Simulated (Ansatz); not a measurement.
Candidates (primitive cells; geometry: relaxed with this functional, without spin-orbit coupling):
A. CoSi₂ (Fm-3m), a = 3.756 Å, b = 3.756 Å, c = 3.756 Å, α = 60.00°, β = 60.00°, γ = 60.00°
B. CoSn (P6/mmm), a = b = 5.221 Å, c = 4.164 Å, α = β = 90.00°, γ = 120.00°
C. Mo (Im-3m), a = b = c = 2.711 Å, α = β = γ = 109.47°
D. LuPt3 (Pm-3m), a = 4.0252 Å, b = 4.0252 Å, c = 4.0252 Å, α = 90.00°, β = 90.00°, γ = 90.00°
E. YIr2 (Fd-3m), a = b = c = 5.2983 Å, α = β = γ = 60.00°

Task: Put the candidates in order of resistivity at 300 K, highest first, for PBEsol, DFPT electron-phonon coupling, linearised Boltzmann equation run with Ansatz (a quantum-chemistry and plane-wave program).

Result: E (71 μΩ·cm), B (39 μΩ·cm), D (13.6 μΩ·cm), A (9.1 μΩ·cm), C (5.4 μΩ·cm)

Metals; harmonic phonons alone scatter; means over directions. Halving the electron mesh moves these values by up to 10 %; q meshes are mostly untested. Some of the runs warned that the eigensolver left states short of its tolerance. Spin-orbit coupling is left out.

Formula and space group known from diffraction (Crystallography Open Database), not checked to be the room-temperature form: LuPt3 (Pm-3m), YIr2 (Fd-3m). Treated as nonmagnetic (a ferromagnetic start lost its moment, other orders weren't tried): CoSi2 (Fm-3m), CoSn (P6/mmm). The missing spin-orbit coupling matters most for LuPt3 (Pm-3m), YIr2 (Fd-3m).
